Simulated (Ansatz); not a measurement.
Checking a run of Ansatz (a quantum-chemistry and plane-wave program) on K2InAuBr6 (Fm-3m, 10 atoms in the cell). The aim is a self-consistent single point with DFT, LDA (PW92), plane waves, default PAW files made with PBE.

Cell that was meant: a = 7.6066 Å, b = 7.6066 Å, c = 7.6066 Å, α = 60.00°, β = 60.00°, γ = 60.00°.

Part of the input:

Ansatz 0.2 input:
```yaml
basis:
  ecutwfc: 420.0 eV
kpoints:
  mp_grid: { grid: [1, 1, 1] }
hamiltonian:
  xc: lda
  pseudopotentials: { kind: paw }
```

The program printed (abridged):

```
WARN ansatz: RAYON_NUM_THREADS=1 ignored (pool sized by the plan → 1); use --threads N
Pseudopotentials: kind: paw
   [... lines left out ...]
PAW frozen core: Br, regenerated for the run's functional, and the local potential with it
Initial density: superposition of atomic densities (neutral atoms: chi_scale 0, normalization atom), corrected by the library's trained network
Initial wavefunctions: pseudopotential atomic-orbital guess
Eigensolver: davidson
Functional: x = slater, c = lda
SCF iter   1: F=—  HF=-37483.157945 eV  |F-HF|=—  |Δ(HF+E_count)|=         —  Δρ=1.94e-2  dr2=1.46e0  ethr=1.77e-3  ⟨swp⟩=10.0  Hψ=256  notcnv=0
all-band conjugate gradients solve this SCF's bands
preconditioner: auto → LDOS
SCF iter   2: F=—  HF=-37482.995553 eV  |F-HF|=—  |Δ(HF+E_count)|=   1.62e-1  Δρ=1.19e-2  dr2=8.66e-1  ethr=1.58e-3  ⟨swp⟩=3.0  Hψ=73  notcnv=0  defer=2
   [... lines left out ...]
SCF iter   9: F=—  HF=-37482.839130 eV  |F-HF|=—  |Δ(HF+E_count)|=   1.51e-4  Δρ=6.35e-5  dr2=9.87e-6  ethr=5.65e-7  ⟨swp⟩=2.0  Hψ=97  notcnv=0  defer=2
SCF iter  10: F=—  HF=-37482.839169 eV  |F-HF|=—  |Δ(HF+E_count)|=   3.87e-5  Δρ=1.62e-5  dr2=7.54e-7  ethr=1.07e-8  ⟨swp⟩=2.0  Hψ=101  notcnv=0  defer=2
SCF iter  11: F=-37482.839168 eV  HF=-37482.839168 eV  |F-HF|=1.09e-8  |Δ(HF+E_count)|=   1.39e-7  Δρ=4.44e-6  dr2=4.01e-8  ethr=1.09e-10  ⟨swp⟩=13.0  Hψ=289  notcnv=0
SCF 1 converged in 11 iterations: F = -37482.839168 eV  dr2 = 4.01e-8
Free energy (F): -37482.839168 eV
Internal energy: -37482.726331 eV  (E = F + TS)
E sigma→0 (E₀):  -37482.782749 eV
Entropy (-TS):   -0.112838 eV (-11.284 meV/atom)
Fermi energy:    4.309959 eV
--- Forces (eV/Å), atoms counted from 1 ---
  atom   1  K      0.00000000    -0.00000000     0.00000000
  atom   2  K      0.00000000     0.00000000     0.00000000
  atom   3  Au     0.00000000     0.00000000     0.00000000
  atom   4  In    -0.00000000     0.00000000     0.00000000
  atom   5  Br     0.51236555     0.00000000    -0.00000000
  atom   6  Br    -0.51236555    -0.00000000    -0.00000000
  atom   7  Br    -0.00000000     0.51236555     0.00000000
   [... lines left out ...]
  atom  10  Br    -0.00000000     0.00000000    -0.51236555
--- Stress (GPa, compression-positive) ---
        4.204756      -0.000000      -0.000000
       -0.000000       4.204756       0.000000
       -0.000000      -0.000000       4.204756
  P = ⅓ Tr σ = 4.2048 GPa (42.048 kbar)
  The stress holds the Pulay correction. Without it, at fixed plane waves, as pw.x and ABINIT print it: P = 4.1812 GPa
```

Task: Is anything amiss in this input, and did it matter?

Result: The run is not sound. The fault is a single k-point for a small metallic cell. One k-point cannot sample the Fermi surface of a small cell. To fix it, use a converged k-point mesh. The run converged in 11 iterations without an error; against the sound input the free energy rises by 438 meV/atom, the pressure goes from -0.86 to 4.20 GPa and the largest force goes from 0.037 to 0.512 eV/Å.

An input that runs soundly differs in these lines (not the only fix; some lines may just follow from the change or write a value another way):
```diff
-  mp_grid: { grid: [1, 1, 1] }
+  mp_grid: { grid: [5, 5, 5] }
```

With that input, the run converged in 8 iterations: free energy E − TS (on the zero of these files) -37487.2166 eV; Fermi level (on the code's own zero) 4.28 eV; pressure -0.86 GPa; largest force (vector length) 0.037 eV/Å (DFT, LDA (PW92), plane waves, default PAW files made with PBE).

On the sound input: the starting cell was generated: these elements placed on a structure prototype, without a prior relaxation; it need not be a known phase or ordering of this composition. Its lattice was rescaled by a random factor within 2.5 % of one. Spin-orbit coupling is off. Ansatz's pressure includes its estimate of the finite-basis (Pulay) stress. The run gives no clean gap (levels at the Fermi energy touch, overlap or are partly filled at this smearing), which alone does not show that the compound is a metal.
